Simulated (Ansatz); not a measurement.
Defect migration in wurtzite AlN: interstitial Al, charge state +3. All values below come from PBE, PAW (plane waves to 420 eV; Ansatz, a first-principles code).

Settings: 72 host sites, the relaxed PBE lattice, the Γ point alone, smearing 0.01 eV, spin-restricted, no image-charge correction. No zero-point or tunnelling terms. The charge state is imposed; whether it is stable for some Fermi level was not computed. Sites that were not tried may lie lower.

Barriers: single points on a 2×2×2 k-point mesh shifted by half a step along c at the bands' geometries.

The step: one Al atom jumps by itself. Atoms about the jump, Cartesian Å from the middle of the jump, before and after:

```tsv
atom	x0	y0	z0	x1	y1	z1
Al1	-0.02	-0.01	-0.33	0.02	0.01	0.33
N2	1.52	0.88	-0.14	1.52	0.88	-0.08
N3	-0.23	-1.84	0.02	-0.20	-1.85	0.04
N4	-1.71	0.72	0.02	-1.70	0.75	0.04
N5	-0.20	-0.12	2.71	-0.22	-0.13	2.43
Al6	-1.42	-0.82	1.53	-1.70	-0.98	1.60
N7	-0.12	-0.07	-2.34	-0.13	-0.07	-2.47
Al8	1.57	0.91	-2.07	1.47	0.85	-2.01
Al9	-0.16	-1.98	-2.02	-0.13	-1.89	-1.96
Al10	-1.80	0.86	-2.02	-1.70	0.83	-1.96
Al11	2.96	-0.09	0.57	2.99	-0.08	0.57
Al12	1.41	2.61	0.57	1.42	2.64	0.57
Al13	1.41	-2.79	0.61	1.44	-2.79	0.59
Al14	-1.71	2.62	0.61	-1.70	2.64	0.59
Al15	1.42	0.82	3.09	1.43	0.83	3.07
Al16	-1.77	-2.95	0.42	-1.70	-2.97	0.33
Al17	-3.44	-0.06	0.42	-3.42	0.01	0.33
N18	2.96	-1.88	0.00	2.99	-1.88	0.00
N19	-0.15	3.51	0.00	-0.13	3.53	0.00
```

Problem. Predict the transition state.

Solution. 
```csv
atom,x,y,z
Al1,0.00,0.00,0.13
N2,1.52,0.88,-0.09
N3,-0.21,-1.86,0.03
N4,-1.72,0.75,0.03
N5,-0.22,-0.12,2.49
Al6,-1.63,-0.94,1.60
N7,-0.13,-0.07,-2.41
Al8,1.49,0.87,-2.02
Al9,-0.14,-1.92,-1.97
Al10,-1.73,0.84,-1.97
Al11,2.98,-0.09,0.58
Al12,1.42,2.63,0.58
Al13,1.43,-2.79,0.60
Al14,-1.71,2.64,0.60
Al15,1.42,0.82,3.07
Al16,-1.73,-2.97,0.36
Al17,-3.43,-0.01,0.36
N18,2.98,-1.88,0.00
N19,-0.14,3.53,0.00
```
It lies 0.14 eV above the start and 0.035 eV above the end. The program found a first-order saddle point.
